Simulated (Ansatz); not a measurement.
The parent structure is GaAs in the zinc blende structure (space group F-43m, No. 216; a = 5.603 Å). Axes: x, y, z lie along the cube axes.

Computed with Ansatz (a program for electronic structure) LDA, spin-orbit coupling left out.

Before the change:

The gap character is direct at Γ.

Modification: biaxial strain −2.08 %, plane normal [111], relaxed out of plane (Cartesian); in-plane vectors clamped, the third vector and the atoms free.

Predict the new gap character.

The gap character is still direct at Γ.

How does this affect the ratio −ε⊥/ε∥?

The ratio −ε⊥/ε∥ is 0.48.

Stability against distortions was not tested. Labels are those of the standard path for the cell's own space group.
